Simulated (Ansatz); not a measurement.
## A computed series for Rb2LiSbCl6: response to strain

Start from Rb₂LiSbCl₆ (space group Fm-3m, No. 225; a = 10.296 Å; a cell from a computed database, its experimental status unchecked). Axes: x, y, z lie along the cube axes.

Strains are applied to the cell and any free atomic positions relax; under biaxial strain the out-of-plane vector relaxes too; under stress the whole cell relaxes.

Method: PBEsol (Ansatz, an electronic-structure program), spin-orbit coupling left out.

Notes on the quantities. pressure: mean of the normal stresses, compression positive.

```csv
case,pressure,gap character,band gap
base,0.00 GPa,"indirect, X → L",2.84 eV
"biaxial strain +0.35 %, plane normal [001], relaxed out of plane",[?],"indirect, M → N",2.83 eV
"biaxial strain +3.39 %, plane normal [111], relaxed out of plane",[?],"indirect, F → T",2.74 eV
isotropic strain −4.08 %,4.02 GPa,"indirect, X → L",2.74 eV
uniaxial strain ε_xx = −4.77 %,1.42 GPa,"indirect, M → N",2.73 eV
uniaxial strain ε_xx = +5.47 %,[?],"indirect, X → N",2.84 eV
"uniaxial stress, 5 GPa compression along z",–,"indirect, M → Γ",[?]
tensor shear ε_yz = −1.52 %,0.01 GPa,"indirect, T → R",2.81 eV
tensor shear ε_yz = +1.48 %,0.01 GPa,"indirect, T → R",2.81 eV
```

**Question.** What belongs in the blanks?

**Answer.** 
- biaxial strain +0.35 %, plane normal [001], relaxed out of plane, pressure: -0.10 GPa
- biaxial strain +3.39 %, plane normal [111], relaxed out of plane, pressure: -0.78 GPa
- uniaxial strain ε_xx = +5.47 %, pressure: -0.93 GPa
- uniaxial stress, 5 GPa compression along z, band gap: 2.55 eV

With Sb present, leaving out spin-orbit coupling can change the band edges. Stability under load was not tested beyond the relaxation. Labels are those of the standard path for the cell's own space group.
